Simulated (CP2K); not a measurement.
## A series of runs on ZnCu (Pm-3m, 2 atoms in the cell)

```xyz
2
Lattice="2.9740 0.0000 0.0000 0.0000 2.9740 0.0000 0.0000 0.0000 2.9740" Properties=species:S:1:pos:R:3 pbc="T T T"
Zn     1.4870     1.4870     1.4870
Cu     0.0000     0.0000     0.0000
```

Base run A: CP2K 2026.2 with PBE, GPW, DZVP-MOLOPT-SR-GTH basis, GTH-PBE potentials (GTH_POTENTIALS), self-consistent single point.

Its settings: CUTOFF = 600 Ry; REL_CUTOFF = 50 Ry; SMEAR/METHOD = GAUSSIAN; SIGMA = 0.1 eV; KPOINTS/SCHEME = MONKHORST-PACK 7 7 7; XC_FUNCTIONAL = PBE; Zn/BASIS_SET = DZVP-MOLOPT-SR-GTH-q12; Zn/POTENTIAL = GTH-PBE-q12; Cu/BASIS_SET = DZVP-MOLOPT-SR-GTH-q11; Cu/POTENTIAL = GTH-PBE-q11; METHOD = GPW; EPS_DEFAULT = 1e-11; NGRIDS = 5; SCF_GUESS = ATOMIC; EPS_SCF = 1e-06; MAX_SCF = 100; ADDED_MOS = 5; MIXING/METHOD = BROYDEN_MIXING; MIXING/ALPHA = 0.2; MIXING/NBUFFER = 10.

The starting cell comes from a database of computed structures (which also holds hypothetical and non-ambient phases and stackings), without a prior relaxation at this level. Its lattice was rescaled by a random factor within 2.5 % of one. Spin polarisation is off. Values carry the incompleteness of an atom-centred basis.

A dash stands where there is no value to compare (another energy zero or no entropy term, no result, no spin, no clean gap, or a mesh too coarse for one). 

Runs:
- B: PAIR_POTENTIAL/TYPE: default → DFTD2; REFERENCE_FUNCTIONAL: default → PBE; R_CUTOFF: default → 15 angstrom [PBE-D2]
- C: PAIR_POTENTIAL/TYPE: default → DFTD3; REFERENCE_FUNCTIONAL: default → PBE; R_CUTOFF: default → 15 angstrom [PBE-D3(0)]
- D: PAIR_POTENTIAL/TYPE: default → DFTD3(BJ); REFERENCE_FUNCTIONAL: default → PBE; R_CUTOFF: default → 15 angstrom [PBE-D3(BJ)]
- E: PAIR_POTENTIAL/TYPE: default → DFTD3(BJ); REFERENCE_FUNCTIONAL: default → PBE; R_CUTOFF: default → 15 angstrom; CALCULATE_C9_TERM: default → T [PBE-D3(BJ)+ATM]

| run | pressure (GPa) | dispersion energy (eV/atom) |
|---|---|---|
| A | 0.29 | – |
| B | -1.18 | -0.381 |
| C | -6.03 | -0.407 |
| D | -5.95 | -0.491 |
| E | -5.12 | -0.457 |

Run B against A: The pressure goes from 0.29 to -1.18 GPa.

Run E against A: The pressure goes from 0.29 to -5.12 GPa.

Run D against A: The pressure goes from 0.29 to -5.95 GPa.
